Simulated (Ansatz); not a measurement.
We consider CeB4 (P4/mbm, No. 127), described by r²SCAN+rVV10 (Ansatz, a first-principles code, plane waves, PAW).

Numerical settings: plane-wave cutoff 500 eV, 6×6×10 k mesh (along the axes of the cell as run), Fermi–Dirac smearing 0.05 eV, no spin polarisation, scalar-relativistic PAW data made under PBE.

Computed at the level's own relaxed cell.

Task: Give the computed equilibrium volume per atom, lattice parameter a and c axis length.

Result: 
* **equilibrium volume per atom**: 10.44 Å³/atom
* **lattice parameter a**: 7.166 Å
* **c axis length**: 4.067 Å

Note: the relaxation could not lower the start's symmetry, so the cell can be a saddle point above a distorted one; the 4f shell is treated without U or exact exchange, so its levels and filling can be wrong.

Spin–orbit coupling is not included.
